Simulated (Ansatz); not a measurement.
BaTiO3: uniaxial strain ε_zz = +0.60 %

The parent structure is BaTiO3 in the cubic perovskite structure (space group Pm-3m, No. 221; a = 3.970 Å). Axes: x, y, z lie along the cube axes.

It is then changed as follows: the cell is stretched by 0.60 % along z with no lateral relaxation, atoms relaxed at fixed cell.

Calculations: PBEsol in Ansatz (plane waves to 420 eV, PAW, spin-orbit coupling left out). k-mesh 8×8×8 (Γ-centred); smearing 0.05 eV (Fermi–Dirac).

```json
[
 {"quantity": "volume per atom", "base": "12.51 Å³", "changed": "12.59 Å³", "shift": "+0.08 Å³"},
 {"quantity": "space group", "base": "Pm-3m (No. 221)", "changed": "P4/mmm (No. 123)", "shift": "–"},
 {"quantity": "energy relative to the base (free energy F)", "base": "0 meV/atom", "changed": "+0.4 meV/atom", "shift": "+0.4 meV/atom"},
 {"quantity": "pressure (mean of the normal stresses, compression positive)", "base": "-0.01 GPa", "changed": "-1.06 GPa", "shift": "-1.05 GPa"},
 {"quantity": "band gap", "base": "1.82 eV", "changed": "1.79 eV", "shift": "-0.03 eV"},
 {"quantity": "gap character", "base": "–", "changed": "indirect, A → Γ", "shift": "–"},
 {"quantity": "smallest direct gap", "base": "1.89 eV", "changed": "1.88 eV", "shift": "-0.01 eV"},
 {"quantity": "stress (xx, yy, zz, yz, xz, xy; compression positive)", "base": "–", "changed": "(-0.66, -0.66, -1.86, 0.00, 0.00, 0.00) GPa", "shift": "–"}
]
```

Whether these cells are dynamically stable was not tested. The final runs are not spin-polarised. Many cubic perovskites are stable only at high temperature; tilts and polar distortions were not tested. This is not the structure that BaTiO3 has at room temperature and ambient pressure. k-point labels follow each cell's own Brillouin zone.

Ansatz is an electronic-structure program.
